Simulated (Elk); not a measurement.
**Worked example: self-consistent single point of Al (Fm-3m, 1 atom in the cell) in Elk**

Level of theory: PBEsol, all-electron FP-LAPW, Elk's shipped species files, APW+lo basis with extra local orbitals in Elk 10.2.4.

Input:

```
tasks
  0

xctype
  22

rgkmax
  8.0

gmaxvr
  16.0

nxlo
  2

lorbcnd
  .true.

lmaxi
  2

stype
  3

swidth
  0.00367493

scale
  1.889726125

avec
    0.0000000000    2.0310750000    2.0310750000
    2.0310750000    0.0000000000    2.0310750000
    2.0310750000    2.0310750000    0.0000000000

atoms
  1   : nspecies
  'Al.in'   : spfname
  1   : natoms; atposl, bfcmt below
  0.0000000000  0.0000000000  0.0000000000    0.0 0.0 0.0

ngridk
  8 8 8
```

Output, abridged:

```
│ Elk code version 10.2.4 │

All units are atomic (Hartree, Bohr, etc.)

│ Ground-state run starting from atomic densities │

Lattice vectors :
   0.000000000       3.838175489       3.838175489
   3.838175489       0.000000000       3.838175489
   3.838175489       3.838175489       0.000000000

Unit cell volume      :    113.0848637
Brillouin zone volume :    2.193487311

Muffin-tin inner radius fraction :   0.1000000000E-01

Nuclei treated as point charges

Species :    1 (Al)
 parameters loaded from : Al.in
 name : aluminium
 nuclear charge    :   -13.00000000
 electronic charge :    13.00000000
 atomic mass :    49184.33492
 muffin-tin radius :    2.200000000
 number of radial points in muffin-tin :    397
 atomic positions (lattice), magnetic fields (Cartesian) :
   1 :   0.00000000  0.00000000  0.00000000    0.00000000  0.00000000  0.00000000

Total number of atoms per unit cell :    1

Spin treatment :
 spin-unpolarised

Number of Bravais lattice symmetries :   48
Number of crystal symmetries         :   48
Crystal has inversion symmetry
Real symmetric eigensolver will be used

k-point grid :      8     8     8
k-point offset :    0.000000000       0.000000000       0.000000000
k-point set is reduced with full crystal symmetry group
Total number of k-points :       29

Muffin-tin radius times maximum |G+k| :    8.000000000
 using average radius
Maximum |G+k| for APW functions       :    3.636363636
Maximum (1/2)|G+k|²                   :    6.611570248
Maximum |G| for potential and density :    16.00000000
 potential will be trimmed for |G| > 2 gkmax
Constant for pseudocharge density :    9
Radial integration step length :    4

G-vector grid sizes :     28    28    28
Number of G-vectors :     7799

Maximum angular momentum used for
 APW functions                      :    8
 outer part of muffin-tin           :    6
 inner part of muffin-tin           :    2

Total nuclear charge    :   -13.00000000
Total core charge       :    4.000000000
Total valence charge    :    9.000000000
Total excess charge     :    0.000000000
Total electronic charge :    13.00000000

Effective Wigner radius, rₛ :    1.275824210

Number of empty states         :    4
Total number of valence states :    9
Total number of core states    :    4

Conduction state local-orbitals added automatically
Total number of local-orbitals :   68

Exchange-correlation functional :     22     0     0
 PBEsol, Phys. Rev. Lett. 100, 136406 (2008)
 gradient requirement :    1
 generalised gradient approximation (GGA)

Smearing type :    3
 Fermi-Dirac
Smearing width :   0.3674930000E-02
Effective electronic temperature (K) :    1160.451112

Mixing type :    3
 Broyden mixing, J. Phys. A: Math. Gen. 17, L317 (1984)

Kohn-Sham potential initialised from atomic data

│ Self-consistent loop started │
│ Loop number : 1 │
 total energy                :     -242.604762716
│ Loop number : 2 │
 total energy                :     -242.604317461
RMS change in Kohn-Sham potential (target) :   0.7141506656     (  0.1000000000E-05)
Absolute change in total energy (target)   :   0.4452550146E-03 (  0.1000000000E-03)
│ Loop number : 3 │
 total energy                :     -242.521942611
RMS change in Kohn-Sham potential (target) :   0.3645080777     (  0.1000000000E-05)
Absolute change in total energy (target)   :   0.8248616411E-01 (  0.1000000000E-03)
│ Loop number : 4 │
 total energy                :     -242.437843025
RMS change in Kohn-Sham potential (target) :   0.1266922824     (  0.1000000000E-05)
Absolute change in total energy (target)   :   0.1047211268     (  0.1000000000E-03)
│ Loop number : 5 │
 total energy                :     -242.393493045
RMS change in Kohn-Sham potential (target) :   0.3353344217E-01 (  0.1000000000E-05)
Absolute change in total energy (target)   :   0.7053026129E-01 (  0.1000000000E-03)
│ Loop number : 6 │
 total energy                :     -242.376428622
RMS change in Kohn-Sham potential (target) :   0.7190146603E-02 (  0.1000000000E-05)
Absolute change in total energy (target)   :   0.3469698859E-01 (  0.1000000000E-03)
│ Loop number : 7 │
 total energy                :     -242.370325139
RMS change in Kohn-Sham potential (target) :   0.7540361919E-03 (  0.1000000000E-05)
Absolute change in total energy (target)   :   0.1477773005E-01 (  0.1000000000E-03)
│ Loop number : 8 │
 total energy                :     -242.368704402
RMS change in Kohn-Sham potential (target) :   0.3556915179E-03 (  0.1000000000E-05)
Absolute change in total energy (target)   :   0.5315169747E-02 (  0.1000000000E-03)
│ Loop number : 9 │
 total energy                :     -242.367810450
RMS change in Kohn-Sham potential (target) :   0.2898667390E-04 (  0.1000000000E-05)
Absolute change in total energy (target)   :   0.2222744134E-02 (  0.1000000000E-03)
│ Loop number : 10 │
 total energy                :     -242.368007552
RMS change in Kohn-Sham potential (target) :   0.8103838451E-05 (  0.1000000000E-05)
Absolute change in total energy (target)   :   0.3585840501E-03 (  0.1000000000E-03)
│ Loop number : 11 │
 total energy                :     -242.368064297
RMS change in Kohn-Sham potential (target) :   0.2138517657E-05 (  0.1000000000E-05)
Absolute change in total energy (target)   :   0.3290091715E-04 (  0.1000000000E-03)
│ Loop number : 12 │
 total energy                :     -242.368057420
RMS change in Kohn-Sham potential (target) :   0.5747474150E-06 (  0.1000000000E-05)
Absolute change in total energy (target)   :   0.1510290227E-04 (  0.1000000000E-03)
Convergence targets achieved

│ Loop number : 13 │

Energies :
 Fermi                       :     0.266596300419
 sum of eigenvalues          :     -129.382637858
 electron kinetic            :      242.697838853
 core electron kinetic       :      180.415593582
 Coulomb                     :     -466.907076737
 Coulomb potential           :     -348.425432260
 nuclear-nuclear             :     -42.2456170191
 electron-nuclear            :     -500.897487176
 Hartree                     :      76.2360274578
 Madelung                    :     -292.694360607
 xc potential                :     -23.6550444513
 exchange                    :     -17.5802454607
 correlation                 :    -0.578109898041
 electron entropic           :    -0.461173557208E-03
 total energy                :     -242.368054416

Density of states at Fermi energy :    9.580445377
 (states/Hartree/unit cell)

Estimated indirect band gap :   0.1629271316E-01
 from k-point     27 to k-point     23
Estimated direct band gap   :   0.3684215899E-01
 at k-point     29

Charges :
 core                        :    4.000000000
 valence                     :    9.000000000
 interstitial                :    1.804332933
 muffin-tins (core leakage)
  species :    1 (Al)
   atom    1                 :    11.19566707     (  0.4746350764E-03)
 total in muffin-tins        :    11.19566707
 total calculated charge     :    12.99066011
 total charge                :    13.00000000
 error                       :   0.9339886562E-02

│ Self-consistent loop stopped │
```

The run converged in 13 iterations. The count includes the last loop, which Elk runs after its targets are met.

The starting cell has typed, rounded lattice constants, without a prior relaxation at this level. Its lattice was rescaled by up to half a per cent. Values depend on the basis (sphere radii, cutoffs, local orbitals), which need not be converged. The log's line on a gap gives a spacing of levels on this mesh, which the program prints for metals too.
